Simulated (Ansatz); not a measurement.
Lattice thermal conductivity of CdS in the wurtzite structure

Method: the phonon Boltzmann equation with three-phonon and isotope scattering; Ansatz (an electronic-structure program), LDA functional, plane-wave PAW; third-order constants from a 72-atom supercell out to 5.3 Å, harmonic mesh 6×6×2, k mesh 6×6×4, scattering mesh 15×15×9. Dynamical quadrupoles are not included in the interpolation of the phonons between the solved wave vectors. Unless called populations, κ holds the coherence term between modes besides the Boltzmann populations.

| T (K) | κ_a (W/m/K) | κ_c (W/m/K) | κ_a, relaxation time | κ_c, relaxation time | coherences (mean) |
|---|---|---|---|---|---|
| 100 | 65 | 69 | 62 | 66 | 0.0071 |
| 150 | 41 | 42 | 39 | 40 | 0.013 |
| 200 | 31 | 31 | 29 | 29 | 0.018 |
| 250 | 25 | 24 | 23 | 23 | 0.022 |
| 300 | 21 | 20 | 19 | 19 | 0.025 |
| 400 | 16 | 15 | 15 | 15 | 0.030 |
| 500 | 13 | 12 | 12 | 12 | 0.034 |
| 600 | 11 | 10 | 10 | 10.0 | 0.038 |
| 800 | 8.3 | 7.9 | 7.7 | 7.6 | 0.045 |
| 1000 | 6.8 | 6.4 | 6.2 | 6.1 | 0.051 |

- highest phonon frequency = 9.3 THz
- exponent n of κ ∝ T⁻ⁿ above 300 K = 0.94

Supercell, cutoff and meshes were set by a common rule and not converged for this crystal in particular.

No phase change or melting is allowed for: the numbers belong to this structure as given.

The PAW data sets were generated under PBE and serve the other functionals too.
